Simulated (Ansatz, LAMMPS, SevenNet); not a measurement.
**L1₂ (Cu3Au-type) Ni3Al, lattice parameter a**

Reference value: 3.572 Å (measured, temperature not stated, no zero-point or thermal correction; as tabulated in Tensorial elastic properties and stability of interface states associated with …).

```
level (code)                          value (Å)  difference (%)
------------------------------------  ---------  --------------
MEAM MoCoNiVFeAlCr_2nn.meam (LAMMPS)      3.570           -0.06
SevenNet-l3i5                             3.557           -0.42
PBE (Ansatz)                              3.567           -0.14
PBEsol (Ansatz)                           3.519           -1.48
rVV10 (Ansatz)                            3.581           +0.25
r²SCAN (Ansatz)                           3.526           -1.29
B3LYP (VWN-RPA form) (Ansatz)             3.579           +0.20
PBE0 (Ansatz)                             3.540           -0.90
r²SCANh (Ansatz)                          3.521           -1.43
```

Leaving aside MEAM MoCoNiVFeAlCr_2nn.meam (doubt noted below): The reference's temperature isn't stated, so close values are not ranked against it.

The measured value isn't corrected to a static lattice, so vibrations enter the comparison. A static lattice is as a rule a little smaller than the measured one. Spin-polarised runs: PBE (parallel moments), PBEsol (parallel moments), rVV10 (parallel moments), r²SCAN (parallel moments), B3LYP (VWN-RPA form) (parallel moments), PBE0 (parallel moments), r²SCANh (parallel moments). MEAM MoCoNiVFeAlCr_2nn.meam: the potential file covers more elements than this solid holds. Cutoffs and k meshes differ between the levels. Ansatz's density-functional and Hartree–Fock values are scalar-relativistic unless marked +SOC, with PAW data made under PBE.

Empirical potentials (MEAM MoCoNiVFeAlCr_2nn.meam) are fitted to chosen data: where that held the value shown, agreement is built in, and what lay outside the fit can be far off. Machine-learned potentials (SevenNet-l3i5) are trained on DFT data: a solid inside that data is no test of them.

Differences are worked out from the printed values.

Ansatz is a first-principles code.
